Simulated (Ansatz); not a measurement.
## hcp Gd, bulk modulus B0

Reference value: 37.9 GPa (measured, room temperature, not corrected to a static lattice; as tabulated in Wikipedia's data pages).

```csv
level (code),value (GPa),cell (Å³/atom)
LDA (Ansatz),37.6,29.34
PBE (Ansatz),___,33.64
PBEsol (Ansatz),35.7,31.36
r²SCAN (Ansatz),37.8,33.88
```

Question: Some entries are withheld; supply them.

Answer: 
- PBE (Ansatz, an electronic-structure program), value (GPa): 33.7

Differences against the reference: LDA -0.8 %, PBE -11.1 %, PBEsol -5.8 %, r²SCAN -0.3 %.

The reference is not for a static lattice or low temperature, so close values are not ranked against it.

The reference has no zero-point or thermal correction, while the calculations are for a static lattice, so the differences are not the levels' errors alone. A static lattice is as a rule stiffer than a warm one, by over a tenth in soft solids. Spin-polarised runs: LDA (parallel moments), PBE (parallel moments), PBEsol (parallel moments), r²SCAN (parallel moments). LDA, PBE, PBEsol, r²SCAN: the 4f shell is treated without U or exact exchange, so its levels and filling can be wrong. Each level is taken at its own relaxed cell. Cutoffs differ between the levels. Ansatz's density-functional and Hartree–Fock values are scalar-relativistic unless marked +SOC, with PAW data made under PBE.

Differences are worked out from the printed values.
